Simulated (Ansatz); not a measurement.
LiGeN (P6₃mc, No. 186, 6 atoms in the cell; start mp-1246087) was calculated with PBEsol (plane waves, PAW; Ansatz, an electronic-structure program).

Settings: plane-wave cutoff 520 eV, 12×12×4 k mesh (along the axes of the cell as run), Fermi–Dirac smearing 0.01 eV, scalar-relativistic PAW data made under PBE.

Cell (relaxed at this level):

```cif
data_Ge2Li2N2
_chemical_formula_sum 'Li2 Ge2 N2'
_space_group_name_H-M_alt 'P63mc'
_space_group_IT_number 186
_space_group_name_Hall 'P 6c -2c'
_cell_length_a 2.97924
_cell_length_b 2.97924
_cell_length_c 9.32185
_cell_angle_alpha 90.000
_cell_angle_beta 90.000
_cell_angle_gamma 120.000
loop_
_atom_site_label
_atom_site_type_symbol
_atom_site_symmetry_multiplicity
_atom_site_Wyckoff_symbol
_atom_site_fract_x
_atom_site_fract_y
_atom_site_fract_z
_atom_site_occupancy
Li1 Li 2 b 0.33333 0.66667 0.24328 1
Ge1 Ge 2 a 0.00000 0.00000 0.49784 1
N1 N 2 b 0.66667 0.33333 0.10350 1
```

Question: Estimate the band gap, smallest direct gap on the k points sampled and direct gap at Γ that the calculation returns.

Answer: 
- band gap: 1.46 eV (indirect)
- smallest direct gap on the k points sampled: 2.42 eV
- direct gap at Γ: 3.09 eV

Spin–orbit coupling is not included.

Static lattice: no zero-point or thermal effects.

A start named mp-… is a Materials Project structure, which need not be a measured phase.
